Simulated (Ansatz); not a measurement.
The starting structures come from a database of crystals and need not be the phases stable at ambient conditions.

Tunnelling through a barrier is set by its complex band structure: the current falls as exp(−2κd) with the smallest κ.

Input:

```
CELL_PARAMETERS angstrom
      3.59152     0.00000     0.00000
      0.00000     6.70433     0.00000
      0.00000    -3.35217     5.80612
ATOMIC_POSITIONS crystal
  Sr 0.50000 0.33333 0.66667
  Sr 0.50000 0.66667 0.33333
  H  0.00000 0.67901 0.67901
  H  0.00000 0.32099 0.00000
  H  0.00000 0.00000 0.32099
  N  0.50000 0.00000 0.00000
  O  0.50000 0.18922 0.18922
  O  0.50000 0.81078 0.00000
  O  0.50000 0.00000 0.81078
  O  0.00000 0.53341 0.53341
  O  0.00000 0.46659 0.00000
  O  0.00000 0.00000 0.46659
```

Space group of this cell: P-62m. The cell is taken as given; by r2SCAN its mean pressure is -3.9 GPa.

Transport runs along the normal of the first two printed cell vectors, the (100) plane of the conventional cell.

No gap correction and no spin-orbit coupling; mid-gap values are interpolated between computed energies.

Problem. State the band gap and the smallest decay constant κ at mid-gap according to r2SCAN run with Ansatz (an electronic-structure program).

Solution. Gap 3.37 eV on a 8×6×6 mesh; κ = 0.451 1/Å, at the zone centre.
